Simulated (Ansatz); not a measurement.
Response to strain in Si

Base system: Si in the diamond structure (space group Fd-3m, No. 227; a = 5.4021 Å). Axes: x, y, z lie along the cube axes.

Strains are applied to the cell and any free atomic positions relax.

Calculations: LDA (Ansatz, an electronic-structure program; PAW; 420 eV plane waves; spin-orbit coupling left out).

Notes on the quantities. energy relative to the base: free energy F.

| variant | gap character | energy relative to the base | electron mass | band gap |
|---|---|---|---|---|
| base | – | 0 meV/atom | 0.93 mₑ along k, 0.19 mₑ across (off the special points) | 0.45 eV |
| uniaxial strain ε_zz = −2.50 % | indirect, Γ → Γ–M (88 % along) | +6.2 meV/atom | 0.91 mₑ along k, 0.19 mₑ across (off the special points) | 0.13 eV |
| uniaxial strain ε_zz = −2.00 % | indirect, Γ → Γ–M (87 % along) | +4.0 meV/atom | 0.92 mₑ along k, 0.19 mₑ across (off the special points) | 0.19 eV |
| uniaxial strain ε_zz = −1.50 % | indirect, Γ → Γ–M (87 % along) | +2.2 meV/atom | 0.92 mₑ along k, 0.19 mₑ across (off the special points) | 0.26 eV |
| uniaxial strain ε_zz = −1.00 % | indirect, Γ → Γ–M (87 % along) | +1.0 meV/atom | 0.92 mₑ along k, 0.19 mₑ across (off the special points) | 0.32 eV |
| uniaxial strain ε_zz = +0.50 % | indirect, Γ → Γ–X (87 % along) | +0.2 meV/atom | 0.93 mₑ along k, 0.19 mₑ across (off the special points) | 0.43 eV |
| uniaxial strain ε_zz = +1.00 % | indirect, Γ → Γ–X (87 % along) | +1.0 meV/atom | 0.93 mₑ along k, 0.19 mₑ across (off the special points) | 0.41 eV |
| uniaxial strain ε_zz = +2.00 % | indirect, Γ → Γ–X (87 % along) | +3.9 meV/atom | 0.92 mₑ along k, 0.19 mₑ across (off the special points) | 0.38 eV |
| uniaxial strain ε_zz = +2.50 % | indirect, Γ → Γ–X (87 % along) | +6.1 meV/atom | 0.92 mₑ along k, 0.19 mₑ across (off the special points) | 0.36 eV |
| uniaxial strain ε_zz = +3.00 % | indirect, Γ → Γ–X (87 % along) | … | 0.92 mₑ along k, 0.19 mₑ across (off the special points) | … |

Task: What belongs in the blanks?

Result: 
- uniaxial strain ε_zz = +3.00 %, energy relative to the base: +8.8 meV/atom
- uniaxial strain ε_zz = +3.00 %, band gap: 0.34 eV

Masses are band curvatures over ±0.01 Å⁻¹ around the edge. Along k means along the line from Γ to the band edge. Whether these cells are dynamically stable was not tested. A zero or small gap of Si under uniaxial strain ε_zz = −2.50 %, Si under uniaxial strain ε_zz = −2.00 % and Si under uniaxial strain ε_zz = −1.50 % can be the functional's error rather than a property of the material. k-point labels follow each cell's own Brillouin zone.
